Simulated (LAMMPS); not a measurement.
Pressure dependence of Cu (fcc) at 810 K, from the crystal.

Computed with classical MD, pair style eam/alloy, file Cu_zhou.eam.alloy (LAMMPS).

```
P (GPa)                                state                    volume       coordination number
-------  -----------------------------------  ------------------------  ------------------------
0        crystal; no diffusion seen in 30 ps  12.1867 ± 0.0005 Å³/atom  12.0 (counted to 3.14 Å)
2        crystal; no diffusion seen in 30 ps  11.9637 ± 0.0004 Å³/atom  12.1 (counted to 3.14 Å)
5        crystal; no diffusion seen in 30 ps  11.6818 ± 0.0004 Å³/atom  12.0 (counted to 3.10 Å)
```

Caution (rows 2; 5): a run this short can hold a crystal over, or a liquid under, the potential's own melting point, which these runs don't give.

Estimate the isothermal bulk modulus at zero pressure. A parabola P(ln V) through the three points gives −dP/d ln V = 100 GPa at zero pressure.

States go by the mean squared displacement: a species diffuses where it passes 1.5 Å², still rises and gives D over 1e-6 cm²/s; a crystal has left its structure where atoms lie 0.35 Å off their sites on average or a cubic box changes its shape by 3 %, or the axial ratios of another lie 8 % off the starting cell's, which the potential's own relaxation can also do.

Uncertainties are statistical and leave out the potential's own error.
